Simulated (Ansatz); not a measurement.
Spacing of the highest filled and lowest empty level at the zone centre in eight small model glasses of hand-chosen composition and density, fast-quenched (anions pushed apart in CHGNet runs), each at its PBE geometry, by PBE and by HSE06 (Ansatz, an electronic-structure program, plane waves, PAW). The cells are the first eight to finish that balance their formal charges, show no moments and no lower geometry on charging where those were tested, and have a gap at both levels; defect levels can set the spacings, and exact exchange is cut at the cells' faces.

```csv
cell,quench by,pressure (GPa),levels at the gap,PBE (eV),"experiment, tabulated (eV)"
Ti20O43Y2,CHGNet,0.0,spread,2.81,-
In24O37Na2,CHGNet,0.1,localised at the filled edge,0.38,-
Si24O51Lu2,CHGNet,0.9,localised at the filled edge,4.09,-
Hf18O41P2,CHGNet,0.0,localised at the filled edge,3.92,-
In24O39Y2,CHGNet,0.1,spread,0.63,-
Hf18O39B2,CHGNet,1.4,localised at the filled edge,3.87,-
Ti20O43Sc2,CHGNet,0.6,localised at the filled edge,2.71,-
Zr20O43Lu2,CHGNet,-1.6,spread,3.74,-
```

Task: What does HSE06 give, and how does it move these values against PBE?

Result: Ti20O43Y2 4.35, In24O37Na2 1.66, Si24O51Lu2 5.82, Hf18O41P2 5.55, In24O39Y2 2.00, Hf18O39B2 5.48, Ti20O43Sc2 4.28, Zr20O43Lu2 5.28 eV. It raises them by +1.29 to +1.73 eV, +1.54 eV on average. A straight line through the eight gives HSE06 = 1.09 × PBE +1.29 eV, with a scatter of 0.05 eV.
